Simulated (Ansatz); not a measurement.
The parent structure is CaF₂ in the fluorite structure (space group Fm-3m, No. 225; a = 5.420 Å).

The values are results of DFT with PBEsol, PAW potentials and a 420 eV plane-wave cutoff in Ansatz (a quantum-chemistry and plane-wave program), scalar-relativistic without spin-orbit coupling, not measurements.

Base values:

```
Quantity           Result
---------------  --------
Volume per atom  13.27 Å³
```

Now apply this change: a hydrostatic pressure of 7.5 GPa.

Problem. What does the calculation give for the volume per atom after the change?

Solution. The volume per atom falls by 0.94 Å³ to 12.33 Å³.

Load acts through the strain it causes; cell and atoms are relaxed under it. Stability against distortions was not tested. No other phases were tried under pressure. The base started in Pca2_1 and relaxed to Fm-3m at this level.
